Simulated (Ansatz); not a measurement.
The starting structures come from a database of crystals and need not be the phases stable at ambient conditions.

Where the default PAW files enter, the runs use the earlier of Ansatz's two default sets.

Tunnelling through a barrier is set by its complex band structure: the current falls as exp(−2κd) with the smallest κ.

```
CELL_PARAMETERS angstrom
      3.86607     0.00000     0.00000
      0.00000     3.86607     0.00000
      1.93304    -1.93304     2.73373
ATOMIC_POSITIONS crystal
  Mg 0.00000 0.00000 0.00000
  Se 0.50000 0.50000 0.00000
```

Space group of this cell: Fm-3m, rock salt. The cell is taken as given; by LDA its mean pressure is -2.7 GPa.

Transport runs along the normal of the first two printed cell vectors, the (001) plane of the conventional cell.

The gap is the functional's own. No spin-orbit coupling. Mid-gap values are those at the computed energy nearest the middle.

Q: Compute, with LDA run with Ansatz (an electronic-structure program), the band gap and the smallest decay constant κ at mid-gap.

A: Gap 1.65 eV on a 12×12×12 mesh; κ = 0.142 1/Å, at the zone centre.
